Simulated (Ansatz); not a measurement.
Consider Ga-vacancy pair (Ga on one host Al site, one Al site vacant) in zinc-blende AlP, charge state -3. All values below come from PBE, PAW (plane waves to 420 eV; Ansatz, an electronic-structure program).

Cell of 64 host sites held at the relaxed PBE lattice; a 2×2×2 k-point mesh shifted by half a step; Fermi-Dirac width 0.01 eV, spin-restricted; finite-size errors left in. Energies are static. The charge state is imposed; whether it is stable for some Fermi level was not computed. Forms of the defect that were not tried may lie lower.

Barriers: single points on a 3×3×3 k-point mesh shifted by half a step at the bands' geometries.

Relaxed starting cell (atoms counted from 1):

```yaml
crystal:
  lattice:
    - [11.01654, 0.00000, 0.00000]
    - [0.00000, 11.01654, 0.00000]
    - [0.00000, 0.00000, 11.01654]
  atoms:
    - { symbol: Ga, position: [0.99262, 0.00613, 0.00614] }
    - { symbol: Al, position: [0.00654, 0.00569, 0.49449] }
    - { symbol: Al, position: [0.00693, 0.49444, 0.00575] }
    - { symbol: Al, position: [0.99297, 0.49435, 0.49430] }
    - { symbol: Al, position: [0.49970, 0.00134, 0.00130] }
    - { symbol: Al, position: [0.49997, 0.00121, 0.49878] }
    - { symbol: Al, position: [0.50000, 0.49885, 0.00119] }
    - { symbol: Al, position: [0.49957, 0.49891, 0.49887] }
    - { symbol: P, position: [0.11699, 0.13303, 0.36722] }
    - { symbol: P, position: [0.12480, 0.12596, 0.87674] }
    - { symbol: P, position: [0.12444, 0.62311, 0.37464] }
    - { symbol: P, position: [0.12421, 0.62504, 0.87516] }
    - { symbol: P, position: [0.62664, 0.12569, 0.37480] }
    - { symbol: P, position: [0.62526, 0.12570, 0.87521] }
    - { symbol: P, position: [0.62501, 0.62499, 0.37444] }
    - { symbol: P, position: [0.62507, 0.62466, 0.87528] }
    - { symbol: Al, position: [0.99991, 0.25008, 0.75002] }
    - { symbol: Al, position: [0.99991, 0.75007, 0.25007] }
    - { symbol: Al, position: [0.99981, 0.74995, 0.75008] }
    - { symbol: Al, position: [0.49982, 0.25011, 0.25011] }
    - { symbol: Al, position: [0.50003, 0.24983, 0.75015] }
    - { symbol: Al, position: [0.50002, 0.75000, 0.25002] }
    - { symbol: Al, position: [0.49985, 0.75004, 0.75004] }
    - { symbol: P, position: [0.11678, 0.36681, 0.13332] }
    - { symbol: P, position: [0.12445, 0.37473, 0.62308] }
    - { symbol: P, position: [0.12487, 0.87673, 0.12587] }
    - { symbol: P, position: [0.12404, 0.87514, 0.62507] }
    - { symbol: P, position: [0.62669, 0.37486, 0.12566] }
    - { symbol: P, position: [0.62483, 0.37440, 0.62506] }
    - { symbol: P, position: [0.62507, 0.87515, 0.12572] }
    - { symbol: P, position: [0.62505, 0.87528, 0.62466] }
    - { symbol: Al, position: [0.24432, 0.00573, 0.25683] }
    - { symbol: Al, position: [0.24858, 0.00132, 0.75031] }
    - { symbol: Al, position: [0.24424, 0.49451, 0.24322] }
    - { symbol: Al, position: [0.24867, 0.49888, 0.74980] }
    - { symbol: Al, position: [0.75525, 0.00600, 0.24340] }
    - { symbol: Al, position: [0.75109, 0.00117, 0.74963] }
    - { symbol: Al, position: [0.75552, 0.49459, 0.25692] }
    - { symbol: Al, position: [0.75107, 0.49876, 0.75034] }
    - { symbol: P, position: [0.37294, 0.12559, 0.12545] }
    - { symbol: P, position: [0.37487, 0.12579, 0.62505] }
    - { symbol: P, position: [0.37485, 0.62500, 0.12578] }
    - { symbol: P, position: [0.37453, 0.62486, 0.62474] }
    - { symbol: P, position: [0.88341, 0.13491, 0.13483] }
    - { symbol: P, position: [0.87525, 0.12555, 0.62309] }
    - { symbol: P, position: [0.87535, 0.62315, 0.12546] }
    - { symbol: P, position: [0.87551, 0.62487, 0.62488] }
    - { symbol: Al, position: [0.24428, 0.25700, 0.00568] }
    - { symbol: Al, position: [0.24435, 0.24341, 0.49453] }
    - { symbol: Al, position: [0.24874, 0.75042, 0.00126] }
    - { symbol: Al, position: [0.24855, 0.74994, 0.49881] }
    - { symbol: Al, position: [0.75533, 0.24365, 0.00592] }
    - { symbol: Al, position: [0.75538, 0.25710, 0.49453] }
    - { symbol: Al, position: [0.75102, 0.74969, 0.00121] }
    - { symbol: Al, position: [0.75111, 0.75041, 0.49880] }
    - { symbol: P, position: [0.37289, 0.37472, 0.37464] }
    - { symbol: P, position: [0.37483, 0.37431, 0.87502] }
    - { symbol: P, position: [0.37486, 0.87498, 0.37425] }
    - { symbol: P, position: [0.37464, 0.87546, 0.87534] }
    - { symbol: P, position: [0.88293, 0.36677, 0.36668] }
    - { symbol: P, position: [0.87533, 0.37462, 0.87706] }
    - { symbol: P, position: [0.87525, 0.87715, 0.37451] }
    - { symbol: P, position: [0.87500, 0.87463, 0.87467] }
```
Cell charge -3.

End state 1 differs by these moves (Å; atoms that move under 0.08 Å are left out):

| atom | element | Δx | Δy | Δz |
|---|---|---|---|---|
| 2 | Al | -0.14 | -0.15 | 0.00 |
| 3 | Al | -0.10 | 0.06 | -0.05 |
| 4 | Al | 0.06 | 0.06 | 0.05 |
| 5 | Al | 0.06 | -0.09 | 0.05 |
| 6 | Al | 0.06 | 0.06 | -0.05 |
| 9 | P | 0.06 | -0.10 | 0.08 |
| 13 | P | 0.07 | -0.10 | -0.09 |
| 18 | Al | -0.07 | 0.06 | 0.08 |
| 20 | Al | 0.05 | -0.07 | 0.08 |
| 22 | Al | 0.05 | 0.06 | -0.07 |
| 24 | P | 0.08 | 0.08 | -0.08 |
| 30 | P | 0.08 | 0.08 | 0.08 |
| 32 | Al | 0.05 | -0.07 | -0.08 |
| 34 | Al | 0.05 | 0.05 | 0.07 |
| 36 | Al | 2.62 | 2.62 | 0.00 |
| 38 | Al | -0.07 | 0.06 | -0.08 |
| 44 | P | -0.21 | -0.21 | 0.00 |
| 48 | Al | 0.06 | -0.10 | -0.05 |
| 49 | Al | 0.05 | 0.05 | 0.05 |
| 53 | Al | -0.14 | -0.15 | 0.00 |
| 54 | Al | -0.09 | 0.06 | 0.05 |
| 55 | Al | 0.06 | 0.05 | -0.05 |
| 60 | P | -0.10 | 0.07 | 0.09 |
| 62 | P | -0.10 | 0.06 | -0.09 |

Question: What forward and backward barriers to end state 1 does PBE, PAW give?

Answer: forward 1.66 eV, backward 1.66 eV; at the saddle point atom 36 has neighbours P at 2.26, P at 2.65, P at 2.66, P at 2.67, P at 2.69 Å. The saddle point's order was not checked, and it lies on a symmetry element of the cell, where a band can be held.

End state 2 differs by these moves (Å; atoms that move under 0.08 Å are left out):

| atom | element | Δx | Δy | Δz |
|---|---|---|---|---|
| 1 | Ga | 0.06 | -0.05 | -0.06 |
| 2 | Al | -0.14 | 0.00 | 0.14 |
| 3 | Al | -0.10 | 0.05 | -0.06 |
| 6 | Al | 0.06 | 0.05 | -0.06 |
| 8 | Al | 0.06 | -0.05 | 0.09 |
| 9 | P | 0.06 | -0.08 | 0.10 |
| 13 | P | 0.06 | 0.08 | 0.10 |
| 17 | Al | -0.07 | -0.07 | -0.06 |
| 20 | Al | 0.06 | -0.08 | 0.06 |
| 21 | Al | 0.05 | 0.08 | -0.06 |
| 24 | P | 0.08 | 0.08 | -0.09 |
| 29 | P | 0.09 | -0.08 | -0.09 |
| 32 | Al | 0.05 | -0.05 | -0.06 |
| 34 | Al | 0.06 | 0.05 | 0.09 |
| 36 | Al | -0.14 | -0.01 | 0.14 |
| 37 | Al | 0.06 | 0.05 | -0.05 |
| 39 | Al | -0.09 | -0.05 | -0.06 |
| 44 | P | -0.11 | -0.10 | -0.08 |
| 45 | P | -0.10 | 0.08 | -0.06 |
| 48 | Al | 0.06 | -0.08 | -0.06 |
| 49 | Al | 0.06 | 0.07 | 0.07 |
| 52 | Al | -0.07 | 0.07 | -0.06 |
| 53 | Al | 2.63 | 0.00 | -2.63 |
| 60 | P | -0.18 | 0.00 | 0.19 |

Question: Predict the forward and backward barriers to end state 2 from PBE, PAW.

Answer: forward 1.62 eV, backward 1.63 eV; at the saddle point atom 53 has neighbours P at 2.27, 2 P at 2.65, 2 P at 2.68 Å. The saddle point's order was not checked.

End state 3 differs by these moves (Å; atoms that move under 0.08 Å are left out):

| atom | element | Δx | Δy | Δz |
|---|---|---|---|---|
| 1 | Ga | 0.08 | -0.06 | -0.06 |
| 2 | Al | -0.07 | -0.06 | 0.07 |
| 3 | Al | -0.08 | 0.07 | -0.06 |
| 4 | Al | 0.00 | -2.62 | -2.62 |
| 9 | P | 0.08 | -0.06 | 0.10 |
| 11 | P | -0.08 | -0.06 | 0.10 |
| 17 | Al | 0.07 | 0.07 | -0.06 |
| 18 | Al | 0.07 | -0.06 | 0.07 |
| 19 | Al | -0.07 | -0.06 | -0.06 |
| 24 | P | 0.09 | 0.10 | -0.06 |
| 25 | P | -0.08 | 0.10 | -0.06 |
| 32 | Al | 0.05 | -0.05 | -0.05 |
| 34 | Al | 0.00 | 0.14 | 0.14 |
| 35 | Al | -0.05 | -0.06 | -0.05 |
| 36 | Al | -0.05 | -0.06 | 0.09 |
| 39 | Al | 0.05 | 0.10 | -0.06 |
| 44 | P | -0.09 | -0.10 | -0.10 |
| 47 | P | 0.08 | -0.08 | -0.08 |
| 48 | Al | 0.05 | -0.06 | -0.05 |
| 49 | Al | 0.00 | 0.14 | 0.14 |
| 51 | Al | -0.05 | -0.05 | -0.06 |
| 52 | Al | -0.05 | 0.09 | -0.06 |
| 55 | Al | 0.05 | -0.06 | 0.10 |
| 60 | P | 0.00 | 0.19 | 0.19 |

Question: Estimate the forward and backward barriers to end state 3 that PBE, PAW returns for this input.

Answer: forward 1.60 eV, backward 1.62 eV; at the saddle point atom 4 has neighbours P at 2.27, P at 2.65, 2 P at 2.67, P at 2.69 Å. The saddle point's order was not checked, and it lies on a symmetry element of the cell, where a band can be held.
